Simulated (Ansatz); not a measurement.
Where the default PAW files enter, the runs use the earlier of Ansatz's two default sets.

Here is the system:

```
C
1.0
    2.50330     0.00000     0.00000
   -1.25165     2.16792     0.00000
    0.00000     0.00000     4.16897
C
4
Direct
  0.33333   0.66667   0.06281
  0.66667   0.33333   0.93719
  0.66667   0.33333   0.56281
  0.33333   0.66667   0.43719
```

Space group of this cell: P6_3/mmc. The cell is taken as given.

The numbers are results of r2SCAN (plane waves, PAW; Ansatz, a quantum-chemistry and plane-wave program), not measurements.

The current runs along the normal of the first two printed vectors; no spin-orbit coupling. Scaled by the factor s: both lengths across the current (ions clamped). Meshes 18×18×8 and 18×18 across the current in all rows.

| s | mean pressure (GPa) | band gap (eV) |
|---|---|---|
| 0.98 | 19.7 | 3.43 |
| 1.00 | -0.1 | 3.59 |
| 1.02 | -16.3 | ? |

Problem. Take the slope of the band gap against ln s from the two given rows, extrapolate to s = 1.02, and say what the run there gives.

Solution. Slope = (3.43 − 3.59) / ln 0.98 = 7.92 eV. The line gives 3.59 + (7.92) × ln 1.02 = 3.75 eV. The run gives 3.71 eV, 0.04 eV under the line, 23 % of the predicted step.
